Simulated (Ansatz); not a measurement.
Al interstitial in beta Si3N4

Level of theory: PBE, PAW (plane waves to 420 eV; Ansatz, a first-principles code). The supercell holds 84 host sites (1×1×3 repeats of the unit cell), with a 2×2×2 shifted k-point sampling for the final energies. Site at the start: void with 6N6Si nearest. Energies of charged states are corrected for periodic images (point charge plus alignment at distant sites). Dielectric constants: PBE linear response of the host. Host gap at this level: 4.25 eV. Finite-size and sampling errors can reach tenths of an eV here. PBE underestimates the host's gap, which shifts levels and can delocalise carriers. Spin–orbit coupling is left out. Each state is the lowest found from its start.

Formation energies E_f are given with the Fermi level at the valence-band maximum. Chemical conditions: N-rich (Δμ(Al) = -2.74 eV, bounded by wurtzite AlN; only phases computed here count, gases as isolated molecules at 0 K); Si-rich (Δμ(Al) = -0.88 eV, bounded by wurtzite AlN; only phases computed here count, gases as isolated molecules at 0 K). Reference phases: Al: fcc Al.

The name describes the start; the neighbours show where the added atom ended.

```tsv
charge	moment (μB)	largest move off a lattice site (Å)	neighbours of the added atom at the end (Å)	image correction with alignment (eV)	E_f, N-rich (eV)	E_f, Si-rich (eV)
+3	not spin-polarised	0.26	N 2.28, N 2.28, N 2.28, N 2.28, N 2.31, N 2.31	2.61	3.48	1.62
+2	1.0	0.15	N 2.15, N 2.22, N 2.26	1.28	4.03	2.17
+1	not spin-polarised	0.10	N 2.47, N 2.51, N 2.54	0.43	5.09	3.24
0	1.0	0.12	N 2.60, N 2.61, N 2.62, N 2.62, N 2.63, N 2.63	0.00	8.50	6.64
```

Transition levels above the valence-band maximum: ε(+3/+2) = 0.55 eV; ε(+2/+1) = 1.06 eV; ε(+1/0) = 3.41 eV. On the lower envelope of the bound states, inside the gap: (+3/+2) at 0.55 eV; (+2/+1) at 1.06 eV; (+1/0) at 3.41 eV.

Flagged in the runs: a host whose relaxation on this sampling wasn't shown to rest.
